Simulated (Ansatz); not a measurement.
The starting structures come from a database of crystals and need not be the phases stable at ambient conditions.

By PBEsol, the system below comes out a metal.

A figure of merit of an interconnect metal is its ballistic conductance per area.

```xyz
2
Lattice="5.1446 0.0000 0.0000 -2.5723 4.4554 0.0000 2.5723 1.4851 2.1003" Properties=species:S:1:pos:R:3 pbc="T T T"
Mg     0.0000     0.0000     0.0000
Tl     0.0000     2.9703     1.0501
```

Space group of this cell: Pm-3m, CsCl type. The cell is taken as given; by PBEsol its mean pressure is -0.6 GPa.

The current flows along the normal of the first two printed cell vectors, the (111) plane of the conventional cell. No spin-orbit coupling; the value is a mean over 0.1 eV about the Fermi level.

Predict the ballistic conductance per area from PBEsol (Ansatz, a quantum-chemistry and plane-wave program).

0.91 × 10¹⁵ S/m² for both spins.
